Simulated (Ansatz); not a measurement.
Start from TiB$_{2}$ (space group P6/mmm, No. 191).

```
TiB2
1.0
    3.01738     0.00000     0.00000
   -1.50869     2.61313     0.00000
    0.00000     0.00000     3.18507
Ti B
1 2
Direct
  0.00000   0.00000   0.00000
  0.66667   0.33333   0.50000
  0.33333   0.66667   0.50000
```

Cartesian axes are those of the cell as printed.

Calculations: Ansatz (an electronic-structure program), PBEsol, PAW, cutoff 420 eV, no spin-orbit coupling.

Strains are applied to the cell and any free atomic positions relax.

One change was made to it. Results:

```json
[
 {"quantity": "energy relative to the base (free energy F)", "base": "0 meV/atom", "after": "+2.8 meV/atom"},
 {"quantity": "pressure (mean of the normal stresses, compression positive)", "base": "0.0 GPa", "after": "3.6 GPa"}
]
```

What was done to the base?
(A) uniaxial strain ε_zz = −2.50 %
(B) uniaxial strain ε_zz = −1.50 %
(C) uniaxial strain ε_zz = −0.50 %
(D) uniaxial strain ε_zz = +1.50 %
(E) uniaxial strain ε_zz = −1.00 %

B, uniaxial strain ε_zz = −1.50 %. For comparison, the pressure in the other runs: uniaxial strain ε_zz = −1.00 % gives 2.4 GPa; uniaxial strain ε_zz = −0.50 % gives 1.2 GPa; uniaxial strain ε_zz = −2.50 % gives 6.2 GPa; uniaxial strain ε_zz = +1.50 % gives -3.3 GPa.

The mesh was chosen for an insulator and is coarse for the gapless case. Without a gap, meshes like the base's 13×13×10 leave anisotropic stresses uncertain by several tenths of a GPa, and small strain energies with them. Stability against distortions was not tested. All final runs are without spin polarisation.
